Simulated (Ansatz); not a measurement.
**KF in the rock salt structure (space group Fm-3m, No. 225)**

```yaml
crystal:
  lattice:
    - [0.00000, 2.71037, 2.71037]
    - [2.71037, 0.00000, 2.71037]
    - [2.71037, 2.71037, 0.00000]
  atoms:
    - { symbol: K, position: [0.00000, 0.00000, 0.00000] }
    - { symbol: F, position: [0.50000, 0.50000, 0.50000] }
```

Level of theory: PBE/PAW in Ansatz (a program for electronic structure), no spin-orbit coupling. Settings: 11×11×11 k-points, 0.05 eV Fermi–Dirac smearing.

| Item | Result |
|---|---|
| Volume per atom | 19.91 Å³ |
| Density | 2.42 g/cm³ |
| Band gap | 5.96 eV, direct at Γ |
| Electron mass | 0.55 mₑ |
| Lowest conduction-band minima above the VBM | Γ 5.96 eV |
| Total energy | -1174.401 eV/atom (σ→0; compares only within this code and set-up) |

Masses are band curvatures over ±0.01 Å⁻¹ around the edge. Stability against distortions was not tested.
